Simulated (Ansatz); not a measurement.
Levels about the gap of amorphous Si₁₆O₂₄C₁₂H₃₂ (84 atoms in a cell of 1242 Å³, 1.35 g/cm³; zone centre alone, so wide bands show as single levels with stretches between that a denser mesh fills), at the geometry that PBE relaxed, where it gives -0.6 GPa on a denser mesh. The participation number counts the atoms over which a state spreads; weights are charges in smoothed Voronoi cells. The levels come from a single point, so bond lengths are those of that geometry. Method of the levels: r2SCAN, scalar-relativistic without spin-orbit coupling (Ansatz, a quantum-chemistry and plane-wave program). Sampling: the zone centre alone; Fermi-Dirac width 0.01 eV; collinear spin, started from moments on atoms (the moments died out). At PBE the levels at the filled edge of the gap are localised (band-tail or defect states).

It comes from a melt-quench run on a machine-learned potential (CHGNet), relaxed afterwards by DFT. O atoms were pushed apart under 1.9 Å during the dynamics, to hinder bonds among them. The hot cell started wider than the set density and was brought back towards it in steps. It is the lowest in DFT energy of 2 quenches. It is a model cell: composition and starting density were chosen by hand, and all elements were melted together. No dispersion term was used. Its density started from a set value of 1.35 and ended at 1.35 g/cm³. The simulated quench (nominally 420 K/ps over its main leg) is rapid and tends to freeze in more defects than a deposited or slowly cooled glass has. A cell of this size samples the disorder only roughly. The volume was held where the preparation left it, at a PBE pressure of -0.6 GPa (tension). Stress components on the final sampling reach 0.9 GPa. The cell holds free molecules (1 H2). Cycles of charging lowered its energy after that relaxation.

```
E - E(highest filled), eV  filling  spin  participation number        largest on  weight Si  weight C  weight O  weight H
-------------------------  -------  ----  --------------------  ----------------  ---------  --------  --------  --------
-0.75                       filled    dn                   7.8  Si, 4 neighbours       0.50      0.15      0.15      0.20
-0.10                       filled    dn                   5.0   C, 3 neighbours       0.10      0.47      0.32      0.11
-0.10                       filled    up                   5.0   C, 3 neighbours       0.10      0.47      0.32      0.11
-0.04                       filled    dn                   8.8   O, 1 neighbours       0.21      0.35      0.32      0.12
-0.04                       filled    up                   8.8   O, 1 neighbours       0.21      0.35      0.32      0.12
0.00                        filled    dn                   9.2   O, 1 neighbours       0.27      0.29      0.30      0.14
0.00                        filled    up                   9.2   O, 1 neighbours       0.27      0.29      0.30      0.14
2.59                         empty    dn                  16.6   C, 2 neighbours       0.31      0.30      0.20      0.19
2.59                         empty    up                  16.6   C, 2 neighbours       0.31      0.30      0.20      0.19
2.70                         empty    dn                  10.9   C, 3 neighbours       0.21      0.45      0.17      0.18
2.70                         empty    up                  10.9   C, 3 neighbours       0.21      0.45      0.17      0.18
2.75                         empty    dn                  11.0  Si, 4 neighbours       0.45      0.11      0.21      0.23
2.75                         empty    up                  11.0  Si, 4 neighbours       0.45      0.11      0.21      0.23
3.19                         empty    dn                  20.8  Si, 4 neighbours       0.42      0.20      0.14      0.24
```

Most localised among these is the filled level at -0.10 eV, on a C atom, which has 3 neighbours (H 1.10 Å, C 1.41 Å, Si 1.82 Å).
